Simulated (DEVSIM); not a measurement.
System: GaP n-i-p diode, at 300 K.

Layer 1 from the left is GaP, thickness (μm) 1.00, Nd (cm⁻³) 2e18, τn (s) 2.1e-6, τp (s) 2.1e-6. Layer 2 from the left is GaP, thickness (μm) 38.0, Na (cm⁻³) 4.1e12, τn (s) 2.1e-6, τp (s) 2.1e-6. Layer 3 from the left is GaP, thickness (μm) 0.260, Na (cm⁻³) 2.5e17, τn (s) 2.1e-6, τp (s) 2.1e-6.

Left contact: ohmic. Right contact: ohmic. Voltage is applied to the left contact. Recombination: SRH at mid-gap, radiative, Auger. Mobility is constant in doping.

The device is made up for the run: typed textbook-type constants, with dimensions and the other settings drawn at random. Values at 300 K.

GaP: gap (eV) 2.26, affinity (eV) 3.8, permittivity 11.1, Nc (cm⁻³) 1.8e19, Nv (cm⁻³) 1.9e19, μn (cm²/Vs) 250, μp (cm²/Vs) 150, B (cm³/s) 1e-13, Cn (cm⁶/s) 1e-30, Cp (cm⁶/s) 1e-30.

Simulated with DEVSIM: 1D drift-diffusion, Boltzmann statistics, complete ionisation; no tunnelling, impact ionisation, image-force lowering or self-heating.

Q: What does the simulation give for the potential step across the device at zero bias, the dark forward voltage at 100 A/cm², the dark forward voltage at 1 A/cm²?

A: potential step across the device at zero bias 2.091 V; dark forward voltage at 100 A/cm² 2.078 V; dark forward voltage at 1 A/cm² 1.821 V.
